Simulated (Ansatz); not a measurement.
The starting structures come from a database of crystals and need not be the phases stable at ambient conditions.

Inside the gap of an insulator the Bloch states are evanescent, with a wavenumber k + iκ along the transport direction.

Input:

```
CELL_PARAMETERS angstrom
      4.96857     0.00607     0.00000
      0.47730     6.84241     0.00000
      0.00000     0.00000     7.38177
ATOMIC_POSITIONS crystal
  Ta 0.53402 0.78253 0.25000
  Ta 0.46598 0.21747 0.75000
  Pb 0.01063 0.67998 0.75000
  Pb 0.98937 0.32002 0.25000
  F  0.64559 0.94952 0.75000
  F  0.35441 0.05048 0.25000
  F  0.67207 0.21224 0.52996
  F  0.32793 0.78776 0.47004
  F  0.32793 0.78776 0.02996
  F  0.67207 0.21224 0.97004
  F  0.80300 0.63983 0.42193
  F  0.19700 0.36017 0.57807
  F  0.19700 0.36017 0.92193
  F  0.80300 0.63983 0.07807
  F  0.40730 0.51046 0.25000
  F  0.59270 0.48954 0.75000
  F  0.17027 0.05035 0.75000
  F  0.82973 0.94965 0.25000
```

Space group of this cell: P2_1/m. The cell was relaxed by PBE-D3(BJ); by r2SCAN its mean pressure is -3.2 GPa.

Transport runs along the normal of the first two printed cell vectors.

The gap is the functional's own. No spin-orbit coupling. Mid-gap values are interpolated on the energy grid.

State the band gap and the smallest decay constant κ at mid-gap according to r2SCAN (Ansatz, a first-principles code).

Gap 5.64 eV on a 6×6×4 mesh; κ = 0.488 1/Å, at (0.000, 0.500) of the in-plane reciprocal vectors. At the zone centre, at the nearest computed energy, the slowest state has κ = 0.50 1/Å.
